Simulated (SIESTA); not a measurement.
Band structure of BeS (F-43m, 2 atoms in the cell).

```
BeS
1.0
    0.00000     2.43500     2.43500
    2.43500     0.00000     2.43500
    2.43500     2.43500     0.00000
Be S
1 1
Cartesian
  0.00000   0.00000   0.00000
  1.21750   1.21750   1.21750
```

Level of theory: GGA PBE, numerical atomic orbitals TZP, PseudoDojo PBE standard norm-conserving potentials (rewritten from UPF to PSML) (SIESTA).

Settings: XC.functional = GGA; XC.authors = PBE; potentials = PseudoDojo PBE standard; PAO.BasisSize = TZP; PAO.EnergyShift = 0.01 Ry; MeshCutoff = 350 Ry; kgrid.MonkhorstPack = 12 12 12; OccupationFunction = FD; ElectronicTemperature = 20 meV; PAO.Polarization.NonPerturbative = true; MaxSCFIterations = 150; SCF.Mixer.Method = Pulay; SCF.Mixer.Weight = 0.25; SCF.Mixer.History = 8.

The starting cell has typed, rounded lattice constants, without a prior relaxation at this level. Values carry the incompleteness of an atom-centred basis.

Problem. Predict the gap along the standard path and the places of the band edges.

Solution. The gap along the path is 3.10 eV, from Γ to X; the smallest direct gap on it is 5.67 eV.

Levels in eV from the top of the valence band on the path, bands 2 to 6:
```tsv
point	2	3	4	5	6
Γ	-13.61	0.00	0.00	0.00	5.67
X	-11.53	-5.00	-2.73	-2.73	3.10
W	-11.50	-4.24	-3.91	-3.38	6.55
K	-11.56	-4.52	-4.13	-2.27	4.45
L	-12.08	-5.73	-1.07	-1.07	5.66
U	-11.56	-4.52	-4.13	-2.27	4.45
```

Higher empty bands are left out: an atom-centred basis made for the valence describes them poorly.
